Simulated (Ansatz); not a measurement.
Ansatz (an electronic-structure program) run on Be3Ir (I4mm, 4 atoms in the cell): self-consistent single point.

Level of theory: LDA (PW92), default PAW files made with PBE (plane waves; Ansatz).

The change in words: lattice scaled by 0.98; basis.ecutwfc: 420 eV → 1010 eV. Reference geometry:
```
Be3Ir
1.0
   -1.62345     1.62345     3.60744
    1.62345    -1.62345     3.60744
    1.62345     1.62345    -3.60744
Be Ir
3 1
Direct
  0.75000   0.25000   0.50000
  0.25000   0.75000   0.50000
  0.50693   0.50693   0.00000
  0.00000   0.00000   0.00000
```

Reference input (self-consistent single point, DFT, LDA (PW92), plane waves, default PAW files made with PBE): basis.ecutwfc = 420 eV; kpoints.mp_grid.grid = 14 14 14; hamiltonian.xc = lda; hamiltonian.pseudopotentials = {kind: paw} (the program's default PAW files); scf.occupations.method = fermi_dirac; scf.occupations.width = 0.1 eV. This run's input differs from it in these lines:

Ansatz 0.2 input:
```diff
@@ -3,5 +3,5 @@
   lattice:
-    - [-1.623452, 1.623452, 3.607442]
-    - [1.623452, -1.623452, 3.607442]
-    - [1.623452, 1.623452, -3.607442]
+    - [-1.590983, 1.590983, 3.535293]
+    - [1.590983, -1.590983, 3.535293]
+    - [1.590983, 1.590983, -3.535293]
   atoms:
@@ -12,3 +12,3 @@
 basis:
-  ecutwfc: 420.0
+  ecutwfc: 1010.0
 kpoints:
```

Output (repeated stretches shortened):

```
SCF iter   1: F=—  HF=-11929.873661 eV  |F-HF|=—  |Δ(HF+E_count)|=         —  Δρ=5.75e-3  dr2=1.01e-2  ethr=1.77e-3  ⟨swp⟩=5.1  Hψ=20146  notcnv=0
all-band conjugate gradients solve this SCF's bands
preconditioner: auto → Kerker (q_TF=auto, 2.534 Å⁻¹)
SCF iter   2: F=—  HF=-11929.871718 eV  |F-HF|=—  |Δ(HF+E_count)|=   1.94e-3  Δρ=3.53e-3  dr2=4.17e-3  ethr=4.41e-5  ⟨swp⟩=1.0  Hψ=5857  notcnv=0
SCF iter   3: F=—  HF=-11929.870305 eV  |F-HF|=—  |Δ(HF+E_count)|=   1.41e-3  Δρ=4.06e-4  dr2=5.57e-5  ethr=1.81e-5  ⟨swp⟩=2.1  Hψ=5458  notcnv=0
SCF iter   4: F=—  HF=-11929.870314 eV  |F-HF|=—  |Δ(HF+E_count)|=   8.90e-6  Δρ=1.65e-4  dr2=9.75e-6  ethr=2.42e-7  ⟨swp⟩=2.1  Hψ=5548  notcnv=0
SCF iter   5: F=—  HF=-11929.870313 eV  |F-HF|=—  |Δ(HF+E_count)|=   1.61e-6  Δρ=7.47e-5  dr2=2.36e-6  ethr=4.24e-8  ⟨swp⟩=1.0  Hψ=4013  notcnv=0
SCF iter   6: F=—  HF=-11929.870312 eV  |F-HF|=—  |Δ(HF+E_count)|=   4.78e-7  Δρ=2.29e-5  dr2=2.29e-7  ethr=1.03e-8  ⟨swp⟩=1.5  Hψ=4406  notcnv=0
SCF iter   7: F=-11929.870312 eV  HF=-11929.870312 eV  |F-HF|=2.50e-9  |Δ(HF+E_count)|=   4.62e-8  Δρ=3.10e-6  dr2=3.69e-9  ethr=4.35e-10  ⟨swp⟩=4.1  Hψ=12188  notcnv=0
SCF 1 converged in 7 iterations: F = -11929.870312 eV  dr2 = 3.69e-9
Free energy (F): -11929.870312 eV
Internal energy: -11929.832770 eV  (E = F + TS)
E sigma→0 (E₀):  -11929.851541 eV
Entropy (-TS):   -0.037542 eV (-9.385 meV/atom)
Fermi energy:    15.122539 eV
--- Forces (eV/Å), atoms counted from 1 ---
  atom   1  Be     0.00000000    -0.00000000     0.05619583
  atom   2  Be    -0.00000000     0.00000000     0.05619583
  atom   3  Be    -0.00000000    -0.00000000    -0.02725401
  atom   4  Ir    -0.00000000     0.00000000    -0.08513960
--- Stress (GPa, compression-positive) ---
        9.109799       0.000000       0.000000
        0.000000       9.109799       0.000000
        0.000000       0.000000       7.410187
  P = ⅓ Tr σ = 8.5433 GPa (85.433 kbar)
  The stress holds the Pulay correction. Without it, at fixed plane waves, as pw.x and ABINIT print it: P = 8.5410 GPa
```

The run converged in 7 iterations. Against the reference run the free energy rises by 5.3 meV/atom, the pressure goes from -4.44 to 8.54 GPa and the largest force goes from 0.058 to 0.085 eV/Å.

The starting cell comes from a database of computed structures (which also holds hypothetical and non-ambient phases and stackings), without a prior relaxation at this level. Its lattice was rescaled by up to half a per cent. One atom was moved a little off its site on purpose. For this run, on top of that: lattice scaled by 0.98. Spin polarisation is off. Ansatz's pressure includes its estimate of the finite-basis (Pulay) stress.
